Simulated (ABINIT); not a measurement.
# Several settings converged on Pb (Fm-3m, 1 atom in the cell)

```
CELL_PARAMETERS angstrom
      0.00000     2.46758     2.46758
      2.46758     0.00000     2.46758
      2.46758     2.46758     0.00000
ATOMIC_POSITIONS crystal
  Pb 0.00000 0.00000 0.00000
```

Base method: PBE, norm-conserving pseudopotentials (PseudoDojo nc-sr-05 PBE standard) (plane waves; ABINIT 10.0.3).

Base settings: pseudos = [Pb.upf]; ecut = 31 Ha; ixc = 11; occopt = 7; tsmear = 0.00367493 Ha; ngkpt = 5 5 5; nshiftk = 1; shiftk = 0 0 0; potentials = PseudoDojo nc-sr-05 PBE standard; nband = 12.

The count of work is k-points × plane waves × bands × iterations; it is no time. 

**The cutoff for other potential files**

Level: DFT, PBE, plane waves, PAW (JTH v2.0 PBE PAW, sp files where given).

In this ladder: pseudos = [Pb.GGA_PBE-JTH_sp.xml]; nband = 7; potentials = JTH v2.0 PBE PAW, sp files where given; pawxcdev = 0. Moved along: pawecutdg.

The mesh stays at the base's, so the ladder's end is converged at best in this setting alone.

Only quantities that move along the ladder and can be compared are tabulated.

| ecut | free energy less the last step's (meV/atom) | count of work / last |
|---|---|---|
| 9 Ha | 1.65 | 0.12 |
| 11 Ha | 0.43 | 0.20 |
| 14 Ha | 0.24 | 0.23 |
| 17 Ha | 0.07 | 0.28 |
| 20 Ha | 0.03 | 0.36 |
| 24 Ha | 0.01 | 0.47 |
| 30 Ha | 0.00 | 0.72 |
| 40 Ha | 0.00 | 1.0 |

Coarsest ecut that holds the free energy within 1 meV/atom of the last step, with all finer ones: 11 Ha, at 0.20 of the last step's count of work; the step before is off by 1.7 meV/atom.

**The setting fft**

The mesh stays at the base's, so the ladder's end is converged at best in this setting alone.

Only quantities that move along the ladder and can be compared are tabulated.

| boxcutmin | free energy less the last step's (meV/atom) | pressure (GPa) |
|---|---|---|
| 1.2 | -6.53 | 2.51 |
| 1.5 | 0.00 | 2.24 |
| 1.8 | 0.00 | 2.24 |
| 2.5 | 0.00 | 2.24 |

Coarsest boxcutmin that holds the pressure within 0.05 GPa of the last step, with all finer ones: 1.5; the step before is off by 0.27 GPa.

Coarsest boxcutmin that holds the free energy within 1 meV/atom of the last step, with all finer ones: 1.5; the step before is off by 6.5 meV/atom.

On the base run: the starting cell has typed, rounded lattice constants, without a prior relaxation at this level. Its lattice was rescaled by up to half a per cent. Without a gap this mesh is coarse (it stands for a supercell whose shortest vector is 17 Å).
